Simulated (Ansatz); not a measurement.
Take Au in the fcc (Cu type) structure (space group Fm-3m, No. 225; a = 4.124 Å) as the base.

Method: Ansatz (a first-principles code) r2SCAN, spin-orbit coupling left out.

Base values:

- Density: 18.65 g/cm³

Now apply this change: every Au is replaced by Cu, then cell and atoms are relaxed.

Tabulated Pauling electronegativity and covalent radius: Au 2.54, 1.36 Å; Cu 1.90, 1.32 Å.

### Question
Predict the new density.

### Answer
The density decreases by 9.43 g/cm³, from 18.65 g/cm³ to 9.22 g/cm³.

Whether these cells are dynamically stable was not tested. The final runs are not spin-polarised.
